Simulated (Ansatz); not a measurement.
Model: Si(111) 1x1 surface, 6 top atoms, 3 bilayers, bottom bilayer H-capped and fixed, every top atom capped by H; cell 11.5 x 6.6 Å; two neighbouring H replaced by OH; about 7 Å thick over the host's atoms, 18 atoms held. Level of theory: PBE-D3(BJ) (plane waves to 420 eV, PAW; Ansatz, a first-principles code). Sampling: 1x2x1 k points. Some slab states were started with spin and the others were run without it. Slab thickness, cell and mesh are as stated and are not converged limits. No zero-point or entropy terms are included. Each state was relaxed from one prepared geometry.

End state of this step: the surface fragment of GeH4 exchanges a second ligand with a neighbouring O-H group. Atoms near the product:

```
atom    x (Å)   y (Å)   z (Å)
------  -----  ------  ------
Si(0)   0.004   6.673   9.525
H(14)   0.000   6.715  11.028
H(29)   3.836   6.556  10.948
O(48)   2.313   3.404  11.155
H(49)   1.582   6.520  12.833
Ge(a0)  3.831   9.960  12.122
H(a2)   1.879   6.618  13.517
H(a3)   3.837  11.206  13.013
H(a4)   3.827   8.596  12.822
```

Question: What energy does it take to move H2 into the gas, one a cell, with the surface relaxed behind it, and what are its closest contacts before it leaves?

Answer: 0.07 eV. Its closest contacts to the rest of the cell: H(49)...H(14) 2.41 Å, H(a2)...H(a4) 2.86 Å, H(a2)...H(a3) 2.88 Å.
